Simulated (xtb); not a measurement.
xtb 6.7.1, GFN2-xTB: B(Cl)2(NiPr2) (CC(C)N(B(Cl)Cl)C(C)C), 24 atoms. The geometry is a generated start, not checked to be a minimum at this level.

```yaml
run_flags: --grad
method: GFN2-xTB
"--acc": 1 (default)
"--etemp (K)": 300 (default)
basis_functions: 66
valence_electrons: 60
```

```xyz
24

B     -0.0788    -0.8790     2.1318
Cl    -0.4251    -2.5679     2.4424
Cl     0.1911     0.0999     3.5547
N     -0.0241    -0.3518     0.8446
C     -0.2639    -1.2354    -0.3099
C     -1.2533    -0.6900    -1.3355
C      1.0381    -1.6989    -0.9729
C      0.2734     1.0821     0.6671
C     -0.9986     1.9209     0.5118
C      1.2836     1.3932    -0.4337
H     -0.7292    -2.1294     0.1164
H     -0.8523     0.1462    -1.8992
H     -1.4842    -1.4860    -2.0395
H     -2.1770    -0.3872    -0.8499
H      1.4346    -0.9655    -1.6664
H      0.8480    -2.6160    -1.5238
H      1.7860    -1.9089    -0.2128
H      0.7387     1.3906     1.6081
H     -1.4312     1.8332    -0.4791
H     -1.7368     1.6140     1.2483
H     -0.7565     2.9659     0.6863
H      2.1846     0.8013    -0.3038
H      1.5533     2.4443    -0.3591
H      0.8795     1.2243    -1.4258
```

One run each on 1 thread. Values of broydamp tried: 0.02, 0.05, 0.1, 0.2, 0.4 (default), 0.6, 0.8, 1.

Q: Predict the course of the SCC iterations along this series.

A: Fewest SCC iterations, within one of each other: 0.4 (default) with 14, 0.6 with 13, 0.8 with 14, 1 with 14. The count rises to 28 at 0.02. All converge to one solution.

```json
[
 {"broydamp": "0.02", "SCC iterations": "28", "end": "same solution"},
 {"broydamp": "0.05", "SCC iterations": "22", "end": "same solution"},
 {"broydamp": "0.1", "SCC iterations": "20", "end": "same solution"},
 {"broydamp": "0.2", "SCC iterations": "18", "end": "same solution"},
 {"broydamp": "0.4 (default)", "SCC iterations": "14", "end": "same solution"},
 {"broydamp": "0.6", "SCC iterations": "13", "end": "same solution"},
 {"broydamp": "0.8", "SCC iterations": "14", "end": "same solution"},
 {"broydamp": "1", "SCC iterations": "14", "end": "same solution"}
]
```
